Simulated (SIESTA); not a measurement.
Band structure of LaPt2 (Fd-3m, 6 atoms in the cell).

```xyz
6
Lattice="0.0000 3.9163 3.9163 3.9163 0.0000 3.9163 3.9163 3.9163 0.0000" Properties=species:S:1:pos:R:3 pbc="T T T"
La     3.9163     3.9163     3.9163
La     5.8745     5.8745     5.8745
Pt     0.9791     0.9791     0.9791
Pt     0.9791     2.9372     2.9372
Pt     2.9372     2.9372     0.9791
Pt     2.9372     0.9791     2.9372
```

Level of theory: GGA PBEsol, numerical atomic orbitals DZP, PseudoDojo PBEsol standard norm-conserving potentials (rewritten from UPF to PSML) run with SIESTA.

Settings: XC.functional = GGA; XC.authors = PBEsol; potentials = PseudoDojo PBEsol standard; PAO.BasisSize = DZP; PAO.EnergyShift = 0.01 Ry; MeshCutoff = 400 Ry; kgrid.MonkhorstPack = 7 7 7; OccupationFunction = MP; OccupationMPOrder = 0; ElectronicTemperature = 2320.9 K; MaxSCFIterations = 150; SCF.Mixer.Method = Pulay; SCF.Mixer.Weight = 0.2; SCF.Mixer.History = 8.

The starting cell comes from a database of computed structures (which also holds hypothetical and non-ambient phases and stackings), without a prior relaxation at this level. Its lattice was rescaled by a random factor within 2.5 % of one. Spin-orbit coupling is off. Spin polarisation is off. Values carry the incompleteness of an atom-centred basis.

Levels in eV from the Fermi level, bands 44 to 49:
```json
[
 {"point": "Γ", "44": "-1.65", "45": "-0.07", "46": "-0.07", "47": "-0.07", "48": "0.16", "49": "0.16"},
 {"point": "X", "44": "-1.88", "45": "-1.83", "46": "-1.83", "47": "0.09", "48": "0.09", "49": "1.35"},
 {"point": "W", "44": "-2.21", "45": "-1.38", "46": "-1.38", "47": "0.08", "48": "0.08", "49": "1.34"},
 {"point": "K", "44": "-2.20", "45": "-1.67", "46": "-1.34", "47": "-0.29", "48": "0.68", "49": "1.02"},
 {"point": "L", "44": "-1.64", "45": "-1.64", "46": "0.10", "47": "0.10", "48": "0.16", "49": "0.66"},
 {"point": "U", "44": "-2.20", "45": "-1.67", "46": "-1.34", "47": "-0.29", "48": "0.68", "49": "1.02"}
]
```

Bands cross the Fermi level along this path, so the cell is metallic at this level.

Higher empty bands are left out: an atom-centred basis made for the valence describes them poorly.
